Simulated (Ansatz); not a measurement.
The parent structure is PbO (space group P4/nmm, No. 129; a = 3.970 Å, c = 4.705 Å). Axes: x, y, z lie along a, b, c of the conventional cell.

Calculations: PBEsol-D3(BJ) (Ansatz, a first-principles code, PAW, without spin-orbit coupling).

Base values:

* **Pressure**: 0.00 GPa
* **Shortest interatomic distance**: 2.309 Å

Modification: a pure shear with ε_xz = ε_zx = 0.0200; the atoms relax in the strained cell.

Question: Predict the new pressure and shortest interatomic distance.

Answer: The pressure (mean of the normal stresses, compression positive) goes from zero to 0.13 GPa; the shortest interatomic distance decreases by 0.007 Å, from 2.309 Å to 2.302 Å.

Whether these cells are dynamically stable was not tested.
